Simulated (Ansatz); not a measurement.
An Ansatz (a quantum-chemistry and plane-wave program) input (PBE (Ansatz), no SOC):

Ansatz 0.2 input:
```yaml
crystal:
  lattice:
    - [4.6434308046, 0, 0]
    - [0, 4.6434308046, 0]
    - [0, 0, 2.9638097658]
  atoms:
    - { symbol: Ti, position: [0, 0, 0] }
    - { symbol: Ti, position: [0.5, 0.5, 0.5] }
    - { symbol: O, position: [0.305125102, 0.305125102, 0] }
    - { symbol: O, position: [0.805125102, 0.194874898, 0.5] }
    - { symbol: O, position: [0.194874898, 0.805125102, 0.5] }
    - { symbol: O, position: [0.694874898, 0.694874898, 0] }
basis: { ecutwfc: 420, ecutrho_ratio: 4, xc_grid: 2, fft_grid_basis: typed }
kpoints: { mp_grid: { grid: [7, 7, 11] } }
hamiltonian:
  xc: pbe
  dispersion: none
  pseudopotentials: { kind: paw }
scf: { occupations: { method: fermi_dirac, width: 0.05 }, convergence: { dr2_threshold: 0.0000000006 } }
output: { forces: true, stress: true }
checkpoint: { write: state.ck, write_every: 1000 }
```

**Question.** Which symmetry and how many k-points will the program report, and about how many plane waves at Γ?

**Answer.** Space group P42/mnm (ITA 136) with 16 operations, k-points 60 of 539, and 1241 plane waves at Γ.

Whether these cells are dynamically stable was not tested. All final runs are without spin polarisation. The cell is TiO₂ in the rutile structure (space group P4_2/mnm, No. 136).
